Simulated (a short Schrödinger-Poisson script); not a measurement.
**Symmetric double-gate stack, SiO2 on p-type Ge(100)**

System: symmetric double-gate stack, SiO2 on p-type Ge(100), at 400 K.

```
layer  material  thickness (nm)  Na (cm⁻³)
-----  --------  --------------  ---------
1          SiO2             1.8          -
2            Ge               8       5e15
3          SiO2             1.8          -
```

Constants are typed, rounded textbook-type inputs, not results; the design itself was drawn at random and stands for no fabricated device. SiO2: permittivity 3.9, conduction-band edge (eV) 3.1, gap (eV) 9, electron mass (mₑ) 0.5. Ge: permittivity 16, conduction-band edge (eV) 0, gap (eV) 0.664, Nv at 300 K (cm⁻³) 6e18.

Channel valleys (confinement mass, in-plane density-of-states mass, number): L4 0.12, 0.295, 4. At the gates, both at one voltage, the conduction-band edge of layer 1 lies 3.41 eV − eVg above the Fermi level of the channel. Gaps are held at their typed values at every temperature. Mesh 0.03 nm at interfaces.

Solved with a short Schrödinger-Poisson script written for these runs: 1D Poisson equation in equilibrium, electrons quantum, Hartree (BenDaniel-Duke, 12 states a valley, the channel's in-plane mass for all, wave functions free to enter the dielectric), parabolic valleys, classical holes, full ionisation, no traps, pinning or gate leakage.

```csv
Vg (V),electrons (cm⁻²),C (μF/cm²),L4 E0 (meV),L4 E1 (meV)
-0.2,2.57e6,0.315,542.6,652.9
-0.1,4.21e7,0.0213,446.3,556.4
0,7.61e8,0.00476,346.6,456.7
0.1,1.36e10,0.0627,247.3,357.3
0.2,1.88e11,0.679,156.6,266.1
0.3,9.82e11,1.80,98.9,205.9
0.4,2.29e12,2.33,68.6,171.7
0.5,3.83e12,2.57,49.7,148.4
0.6,5.49e12,2.71,36.2,130.4
0.7,7.21e12,2.80,25.6,115.4
0.8,8.98e12,2.87,16.8,102.5
0.9,1.08e13,2.93,9.4,91.0
1,1.26e13,2.98,2.9,80.8
1.1,1.45e13,3.02,-2.8,71.5
1.2,1.64e13,3.06,-8.0,63.0
1.3,1.83e13,3.09,-12.7,55.2
1.4,2.03e13,3.12,-17.0,48.0
1.5,2.22e13,3.15,-20.9,41.3
1.6,2.42e13,3.17,-24.6,35.0
1.7,2.62e13,3.19,-28.1,29.1
1.8,2.82e13,3.21,-31.3,23.6
```

Subbands count from the Fermi level. The capacitance is that of both gates.

Only the L valleys are kept; under strong confinement the Δ valleys of Ge fill too.
